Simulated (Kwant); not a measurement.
System: GaN/Al0.2Ga0.8N stack with 1 barrier. One parabolic valley. Leads of mass 0.2 mₑ with the band edge at 0; grid 0.1 nm; bias 0 V, dropping linearly over the stack.

```json
[
 {"layer": "1", "thickness (nm)": "4.8", "band offset (eV)": "0.35", "mass (mₑ)": "0.22"}
]
```

Constants are typed, rounded textbook-type inputs, not results; the design itself was drawn at random and stands for no fabricated device.

Model: one-band effective-mass tight-binding model in one dimension, coherent, no space charge (Kwant).

**Question.** Work out the transmission below the barrier top from T = 1/(1 + ((ζ + 1/ζ)/2)² sinh²(κa)), ζ = (k/m_lead)/(κ/m_barrier).

**Answer.** E = 0.05474 eV: k = 0.5360 nm⁻¹, κ = 1.306 nm⁻¹, ζ = 0.4516, T = 8.10e-6. The simulation gives 8.20e-6; the estimate lies 1.2 % below. E = 0.1475 eV: k = 0.8798 nm⁻¹, κ = 1.081 nm⁻¹, ζ = 0.8950, T = 0.000122. The simulation gives 0.000123, the same within the digits that matter. E = 0.227 eV: k = 1.091 nm⁻¹, κ = 0.8429 nm⁻¹, ζ = 1.424, T = 0.00108. The simulation gives 0.00108, the same within the digits that matter. What differs comes from the grid.
